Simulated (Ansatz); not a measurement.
Mo (Im-3m), PBEsol, DFPT electron-phonon coupling, linearised Boltzmann equation (Ansatz, an electronic-structure program): Condition of this run: hydrostatic pressure 5 GPa (the target of the relaxation). phonon-limited resistivity 5.03 μΩ·cm at 300 K, 6.97 μΩ·cm at 400 K, current-weighted mean free path 13.0 nm, Drude plasma energy 9.00 eV.

What is the classical skin depth at 100 GHz (nonmagnetic, μ₀ = 1.257×10⁻⁶ H/m)?

δ = √(ρ/(π f μ₀)) = 357 nm.

Estimate the resistivity of a 40 nm square wire with diffuse walls from ρ ≈ ρ₀(1 + 3ℓ/4d).

1 + 0.75 × 13.0/40 = 1.24, so ρ ≈ 6.26 μΩ·cm and a line 1 μm long has 39.1 Ω. The formula is the free-electron limit for d well above ℓ; grain boundaries add to it.

What temperature coefficient of resistance follows, and how does it compare with 1/T?

(ρ₄₀₀ − ρ₃₀₀)/(100 K × ρ₃₀₀) = 3.86×10⁻³ K⁻¹, against 1/T = 3.33×10⁻³ K⁻¹ for a resistivity proportional to T. It lies higher because phonons are still being populated at 300 K; impurities would add a constant and lower it.

A metal at this level (no band gap). Only scattering by harmonic phonons is included (no impurities, grain boundaries, electron-electron scattering or thermal expansion). Spin-orbit coupling is left out. The squared frequency of the phonon mode least converged on the k mesh is uncertain by about 40 %. The run warned that the eigensolver left some states short of its tolerance. Halving the electron mesh (36x36x36) moves the resistivity by up to 1 % at 300 K, the mean free path by up to 2 %. Smearing 0.20 eV; phonons on a 6x6x6 q mesh, which this run doesn't test.
